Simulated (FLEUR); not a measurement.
**Effort and miss along a sweep of kpt_div: GdGa2 (P6/mmm, 3 atoms in the cell)**

```
GdGa2
1.0
    4.24792     0.00000     0.00000
   -2.12396     3.67880     0.00000
    0.00000     0.00000     4.23022
Gd Ga
1 2
Direct
  0.00000   0.00000   0.00000
  0.66667   0.33333   0.50000
  0.33333   0.66667   0.50000
```
Moments meant for the start (each program seeds them in its own way; μB, in the order of the atoms Gd Ga Ga): 7.0 0.0 0.0.

Method: LDA (Vosko-Wilk-Nusair), all-electron FLAPW (FLEUR), scalar-relativistic valence.

Base settings: Kmax = 4 1/bohr; GmaxXC = 20 1/bohr; xcFunctional = vwn; jspins = 2; l_soc = F; mode = hist; fermiSmearingEnergy = 0.00367493 Htr; mesh (inpgen div1-3) = 4 4 3; inpgen gamma flag = false; Gmax = 20 1/bohr.

Misses are taken against the tightest run, 9 9 8, which need not be fully converged itself. The energy is the free energy per atom.

Core times come from one kind of shared machine and are given to one figure; runs under 30 s give none.

The starting cell comes from a database of computed structures (which also holds hypothetical and non-ambient phases and stackings), without a prior relaxation at this level. Its lattice was rescaled by a random factor within 2.5 % of one. With one magnetic atom in the cell only a parallel order is possible. With U or open f shells several self-consistent states can exist. The f electrons are in the valence without U or exact exchange, which can misplace them near the Fermi level. Spin-orbit terms, which matter for f shells, are left out. Values depend on the basis (sphere radii, cutoffs, local orbitals), which need not be converged.

The runs (kpt_div): 1 1 1 | 2 2 2 | 3 3 3 | 4 4 3 | 5 5 5 | 6 6 5 | 7 7 6 | 9 9 8.

Question: Which is the coarsest setting among those run that, with all tighter ones, holds the energy within 10 meV/atom of the reference, and what does it save?

Answer: 4 4 3, off by 2.7 meV/atom; it needs about 0.3 of the reference's time.

Question: What does the step from 3 3 3 to 7 7 6 buy?

Answer: It takes the miss in the energy from 110 to 2.0 meV/atom, for roughly 2 times the time.

```
kpt_div  energy less reference (meV/atom)  size of the net moment less reference (μB/atom)  core time / reference (rough)
-------  --------------------------------  -----------------------------------------------  -----------------------------
1 1 1                             3038.26                                             0.27                            0.2
2 2 2                              -84.10                                             0.09                            0.2
3 3 3                              107.76                                             0.07                            0.2
4 4 3                                2.72                                             0.02                            0.3
5 5 5                                3.52                                             0.00                            0.4
6 6 5                                3.84                                             0.02                            0.7
7 7 6                               -1.99                                             0.00                            0.5
9 9 8                                0.00                                             0.00                              1
```
